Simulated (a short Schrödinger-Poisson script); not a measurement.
**MOS inversion layer, SiO2 on p-type Si(110)**

Structure: MOS inversion layer, SiO2 on p-type Si(110), at 300 K.

```csv
layer,material,thickness (nm),Na (cm⁻³)
1,SiO2,4.9,-
2,Si,300,2.1e18
```

The device is made up for the run: typed textbook-type constants, with dimensions and the other settings drawn at random. SiO2: permittivity 3.9, conduction-band edge (eV) 3.15, gap (eV) 9, electron mass (mₑ) 0.5. Si: permittivity 11.7, conduction-band edge (eV) 0, gap (eV) 1.124, Nv at 300 K (cm⁻³) 3.1e19.

Channel valleys (confinement mass, in-plane density-of-states mass, number): Δ4 0.315, 0.324, 4; Δ2 0.19, 0.417, 2. At the gate the conduction-band edge of layer 1 lies 3.71 eV − eVg above the Fermi level of the channel; the field vanishes at the back. Gaps are held at their typed values at every temperature. Mesh 0.03 nm at interfaces.

Solved with a short Schrödinger-Poisson script written for these runs: 1D Poisson equation in equilibrium, electrons quantum, Hartree (BenDaniel-Duke, 12 states a valley, the channel's in-plane mass for all, wave functions ending at the dielectric), parabolic valleys, classical holes, full ionisation, no traps, pinning or gate leakage.

| Vg (V) | electrons (cm⁻²) | C (μF/cm²) | Δ4 E0 (meV) | Δ4 E1 (meV) | Δ2 E0 (meV) | Δ2 E1 (meV) |
|---|---|---|---|---|---|---|
| 1.5 | 1.38e7 | 0.274 | 361.5 | 501.0 | 396.5 | 558.2 |
| 1.65 | 3.70e8 | 0.266 | 276.3 | 421.7 | 312.7 | 481.5 |
| 1.8 | 1.02e10 | 0.279 | 190.4 | 341.3 | 228.1 | 403.5 |
| 1.95 | 1.47e11 | 0.430 | 121.2 | 276.6 | 160.1 | 340.8 |
| 2.1 | 5.33e11 | 0.547 | 87.5 | 246.2 | 127.5 | 311.4 |
| 2.25 | 1.03e12 | 0.588 | 69.9 | 231.3 | 111.0 | 297.2 |
| 2.4 | 1.57e12 | 0.607 | 58.5 | 222.3 | 100.6 | 288.7 |
| 2.55 | 2.13e12 | 0.617 | 50.1 | 216.1 | 93.1 | 282.9 |
| 2.7 | 2.70e12 | 0.624 | 43.4 | 211.6 | 87.4 | 278.8 |
| 2.85 | 3.29e12 | 0.629 | 37.8 | 208.1 | 82.7 | 275.7 |
| 3 | 3.87e12 | 0.633 | 32.9 | 205.3 | 78.8 | 273.2 |
| 3.15 | 4.46e12 | 0.636 | 28.7 | 203.0 | 75.5 | 271.2 |
| 3.3 | 5.06e12 | 0.638 | 24.9 | 201.2 | 72.6 | 269.7 |
| 3.45 | 5.66e12 | 0.640 | 21.4 | 199.6 | 70.1 | - |
| 3.6 | 6.26e12 | 0.642 | 18.2 | - | 67.8 | - |
| 3.75 | 6.86e12 | 0.643 | - | - | - | - |

Gate voltages with under 1e6 electrons/cm² are left out.

Subbands count from the Fermi level; a dash marks a level above the dielectric's band edge.
